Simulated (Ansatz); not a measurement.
Results of r²SCAN-D4 in Ansatz (PAW) for AgNO₃ (R3c, No. 161; cell taken from a computed entry).

Numerical settings: plane-wave cutoff 500 eV, 10×10×10 k mesh, gaussian smearing 0.02 eV, no spin polarisation, scalar-relativistic PAW data made under PBE.

Computed at the level's own relaxed cell.

Estimate the volume per atom, equilibrium lattice constant a, c axis length and band gap that the calculation returns.


- volume per atom = 12.25 Å³/atom
- equilibrium lattice constant a = 5.140 Å
- c axis length = 16.071 Å
- band gap = 2.21 eV (on the SCF k mesh)

Note: a distance lies near a switch of the dispersion term, which can move the cell; the relaxation could not lower the start's symmetry, so the cell can be a saddle point above a distorted one.

Spin–orbit coupling is not included.

Computed values are for the static lattice.

Cost on a shared machine: about 10 core-minutes (a rough figure).

Ansatz is a quantum-chemistry and plane-wave program.
